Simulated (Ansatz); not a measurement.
The reference is C (space group Im-3m, No. 229; a = 4.362 Å; a hypothetical phase, not in the database extracts checked).

One thing is altered: cell and atoms relaxed at a pressure of 1.5 GPa.

Levels (all Ansatz, a quantum-chemistry and plane-wave program, PAW): PBEsol (420 eV, scalar-relativistic without spin-orbit coupling); HSE06 (420 eV, no spin-orbit coupling).

The geometry is relaxed with PBEsol.

| Item | Result |
|---|---|
| PBEsol lowest conduction level above the VBM at special points | H 4.22 eV; N 4.84 eV; Γ 4.95 eV |

Q: What does HSE06 give at this geometry for the lowest conduction level above the VBM at special points?

A: The lowest conduction level above the VBM at special points becomes H 5.55 eV; N 6.26 eV; Γ 6.32 eV (PBEsol: H 4.22 eV; N 4.84 eV; Γ 4.95 eV).

Single points use the geometry relaxed with PBEsol. HSE06 gaps are upper bounds (no full band path). The levels and masses belong to the bands next to the band gap. Load acts through the strain it causes; cell and atoms are relaxed under it. Whether these cells are dynamically stable was not tested.
